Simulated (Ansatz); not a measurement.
The parent structure is InSb (space group P3_121, No. 152; a = 4.699 Å, c = 10.240 Å; a hypothetical phase, not in the database extracts checked). Axes: x lies along a and z along c of the hexagonal cell.

Computed with PBE (Ansatz, a first-principles code), scalar-relativistic without spin-orbit coupling.

For the base:

Pressure: 0.0 GPa
Shortest interatomic distance: 2.900 Å
Band gap: zero

Perturbation: a pure shear with ε_xz = ε_zx = 0.0118, atoms relaxed at fixed cell.

Q: Predict the new pressure, energy relative to the base, largest internal atomic displacement, shortest interatomic distance and band gap.

A: The pressure (mean of the normal stresses, compression positive) stays 0.0 GPa; the energy increases by 1.2 meV/atom; the largest internal atomic displacement comes out as 0.026 Å; the shortest interatomic distance drops by 0.010 Å to 2.890 Å; the band gap remains zero.

Without a gap, meshes like the base's 12×12×5 leave anisotropic stresses uncertain by several tenths of a GPa, and small strain energies with them. With Sb present, leaving out spin-orbit coupling can change the band edges. The cells carry an imposed strain or load. Whether these cells are dynamically stable was not tested. All final runs are without spin polarisation. The zero or small gap of InSb can change with the level of theory.
